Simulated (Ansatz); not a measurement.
An Ansatz (a program for electronic structure) input (plane-wave PAW DFT at the LDA level (Ansatz, 420 eV), no spin-orbit coupling):

Ansatz 0.2 input:
```yaml
crystal:
  lattice:
    - [3.5181068501, 0, 0]
    - [0, 3.5181068501, 0]
    - [1.7590534251, -1.7590534251, 2.6030849163]
  atoms:
    - { symbol: Mg, position: [0, 0, 0] }
    - { symbol: S, position: [0.5, 0.5, 0] }
basis: { ecutwfc: 420, ecutrho_ratio: 4, xc_grid: 2, fft_grid_basis: typed }
kpoints: { mp_grid: { grid: [11, 11, 11] } }
hamiltonian:
  xc: lda
  dispersion: none
  pseudopotentials: { kind: paw }
scf: { occupations: { method: fermi_dirac, width: 0.05 } }
relax: { f_tol: 0.005, max_steps: 50, cell: { stress_tol: 0.01, fix: [a, b, gamma] } }
output: { forces: true, stress: true }
checkpoint: { write: state.ck, write_every: 1000 }
```

Question: Which symmetry and how many k-points will the program report, and about how many plane waves at Γ?

Answer: Space group I4/mmm (ITA 139) with 16 operations, k-points 126 of 1331, and 625 plane waves at Γ.

Question: And the final pressure?

Answer: 4.48 GPa (compression positive).

The cells carry an imposed strain or load. Stability against distortions was not tested. The cell was made from MgS in the rock salt structure (space group Fm-3m, No. 225) by this change: biaxial strain −3.00 %, plane normal [001], relaxed out of plane.
